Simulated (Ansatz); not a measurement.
The parent structure is BeTe in the zinc blende structure (space group F-43m, No. 216; a = 5.554 Å).

All numbers come from LDA (Ansatz, a quantum-chemistry and plane-wave program, PAW, no SOC).

Strains are applied to the cell and any free atomic positions relax.

One change was made to it. Results:

The electron mass becomes 1.2 mₑ along k, 0.24 mₑ across (at X) (base: 1.3 mₑ along k, 0.24 mₑ across (at X)); the hole mass (degenerate bands, along [100]) goes from 0.20, 0.32, 0.32 mₑ (at Γ) to 0.21, 0.30, 0.30 mₑ (at Γ); the band gap shrinks by 0.11 eV to 1.68 eV; the pressure increases by 3.16 GPa (0.01 GPa → 3.17 GPa).

Task: Which change produced these results?
A) isotropic strain −3.00 %
B) isotropic strain +3.00 %
C) isotropic strain +2.50 %
D) isotropic strain −1.50 %

Result: D, isotropic strain −1.50 %. For comparison, the band gap in the other runs: isotropic strain +2.50 % gives 1.96 eV; isotropic strain +3.00 % gives 1.99 eV; isotropic strain −3.00 % gives 1.55 eV.

Spin-orbit coupling, missing from the scalar runs, can matter with Te. Effective masses come from finite differences of ±0.01 Å⁻¹. Along k means along the line from Γ to the band edge. No phonon test of stability was made.
